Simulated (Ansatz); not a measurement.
**Cl on the 1x1 (110) surface of 3C silicon carbide (cut with top plane C + Si), one in a 1x1 cell, started at the site 'bridge C-Si (span 3.9 Å)'**

Host crystal: 3C silicon carbide, with a band gap (PBE, scalar-relativistic without spin-orbit coupling).

All values below come from PBE (plane waves to 420 eV, PAW; Ansatz, an electronic-structure program).

Set-up: 13 atoms, 7.7 Å thick at the start under the adsorbate (thin: gaps and levels are the slab's own); mesh 6x6x1; 0.01 eV smearing; dipole correction on; 6 atoms held, the rest relaxed; no symmetry held; spin-polarised, ending with about 1.0 μB a cell; orders that need a larger cell were not tried, no spin-orbit, no U, no dispersion correction. At the end it is bonded to Si. In PBE it is, or lies within 0.03 eV of, the lowest of the starts that converged.

| Property | Value |
|---|---|
| adsorption energy against ½ Cl2(g) | -1.90 eV |
| gap of the slab on its k-mesh | 0.34 eV |
| highest filled level below the top vacuum level | 5.98 eV |
| change of the step from the bottom to the top vacuum level, against the clean slab | 0.48 eV |
| energy released by relaxation | 2.86 eV |
| height of the binding atom over the mean of the host atoms within 0.3 Å of the top one | 1.853 Å |
| magnetic moment of the cell | 1.00 μB |
| nearest host atoms of the binding atom | Si at 2.06 Å, C at 3.21 Å, C at 3.32 Å |
| largest move of a host atom | 0.35 Å |
| note | in the relaxation the adsorbate left its starting site by 0.9 Å |
| cost | roughly 9 core-minutes |

A negative adsorption energy means that the adsorbate is more stable on the surface than in its reference.
